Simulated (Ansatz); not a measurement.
Worked calculations on one periodic cell of amorphous Si30N44Hf3: Si30N44Hf3, 77 atoms, volume 870.1 Å³, made by a melt-quench on the CHGNet potential and relaxed with DFT. N atoms were pushed apart under 1.9 Å during the dynamics, to hinder bonds among them. It is a model cell: composition and starting density were chosen by hand, and all elements were melted together. Cycles of charging were run to anneal it. The numbers are results of PBE, scalar-relativistic without spin-orbit coupling (plane waves to 420 eV, PAW; Ansatz, a program for electronic structure), not measurements. Sampling: a 2×2×2 Γ-centred mesh; Fermi-Dirac width 0.02 eV; no spin polarisation. Its volume was held where the quench left it, its shape was free, and it stands at a mean pressure of 0.8 GPa with stress components up to 0.9 GPa; the relaxation ran on the zone centre alone. Its density went from a set 3.81 to 3.81 g/cm³. The cell is small and was quenched far faster than a real film, so it is one sample of the glass.

Problem. Count formal charges (Si +4, N -3, Hf +4). What does the count lead one to expect at the Fermi level, and what does the calculation give?

Solution. 30 × (+4) + 44 × (-3) + 3 × (+4) = 0. The charges balance, so the anion-derived valence states can be full and a gap can open. On this mesh the highest filled and lowest empty level lie 2.55 eV apart, the PBE gap of this cell, with a localised state at one edge or both.

Four energies for an added electron at PBE on the zone centre alone (charged cells in a uniform background, spin-polarised): neutral at the neutral geometry -83198.267 eV; charged at the neutral geometry -83187.122 eV; charged and relaxed -83187.545 eV; neutral at the charged geometry -83197.151 eV.

Problem. Find the two relaxation energies and their sum, the reorganisation energy.

Solution. On charging: -83187.122 − (-83187.545) = 0.423 eV. On discharging: -83197.151 − (-83198.267) = 1.116 eV. The sum is 1.539 eV. The carrier's level spreads over 7 of the 77 atoms' worth, so it counts as partly localised, most on one Si atom with neighbours N 1.73 Å, N 1.74 Å, N 1.83 Å, N 1.88 Å (neutral geometry). The values are uncorrected: the image energy of a point charge in this cell, 2.84 × 14.40 / (2 × 9.5) = 2.1 eV before screening, is screened by electrons alone at the fixed geometry and by ions too after relaxing, and the carrier can be spread before it relaxes, so each term can be off by up to that value times 1/ε∞, some tenths of an eV. PBE's self-interaction favours spread-out carriers, so a hybrid can localise more.

Four energies for a hole at PBE on the zone centre alone (charged cells in a uniform background, spin-polarised): neutral at the neutral geometry -83198.267 eV; charged at the neutral geometry -83206.706 eV; charged and relaxed -83206.951 eV; neutral at the charged geometry -83197.891 eV.

Problem. Find the two relaxation energies and their sum, the reorganisation energy.

Solution. On charging: -83206.706 − (-83206.951) = 0.245 eV. On discharging: -83197.891 − (-83198.267) = 0.376 eV. The sum is 0.621 eV. The carrier's level spreads over 7 of the 77 atoms' worth, so it counts as partly localised, most on one N atom with neighbours Si 1.72 Å, Si 1.79 Å, Hf 2.20 Å (neutral geometry). The values are uncorrected: the image energy of a point charge in this cell, 2.84 × 14.40 / (2 × 9.5) = 2.1 eV before screening, is screened by electrons alone at the fixed geometry and by ions too after relaxing, and the carrier can be spread before it relaxes, so each term can be off by up to that value times 1/ε∞, some tenths of an eV. PBE's self-interaction favours spread-out carriers, so a hybrid can localise more.
